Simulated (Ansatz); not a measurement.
Base system: Hf in the hcp (Mg type) structure (space group P6_3/mmc, No. 194; relaxed with 0.1 eV smearing).

```
CELL_PARAMETERS angstrom
      3.20400     0.00000     0.00000
     -1.60200     2.77474     0.00000
      0.00000     0.00000     5.07257
ATOMIC_POSITIONS crystal
  Hf 0.33333 0.66667 0.75000
  Hf 0.66667 0.33333 0.25000
```

Cartesian axes are those of the cell as printed.

Computed with PBE (Ansatz, a program for electronic structure; PAW; 420 eV plane waves; spin-orbit coupling left out).

Before the change:

* **Shortest interatomic distance**: 3.139 Å

Now apply this change: biaxial strain +3.34 %, plane normal [001], relaxed out of plane (Cartesian); in-plane vectors clamped, the third vector and the atoms free.

Problem. What does the calculation give for the out-of-plane strain after the change?

Solution. The out-of-plane strain amounts to -2.22 %.

Problem. Predict the new shortest interatomic distance.

Solution. The shortest interatomic distance drops by 0.008 Å (3.139 Å → 3.131 Å).

Problem. How does this affect the in-plane stress?

Solution. The mean in-plane stress (compression positive) comes out as -6.0 GPa.

Whether these cells are dynamically stable was not tested. The final runs are not spin-polarised.
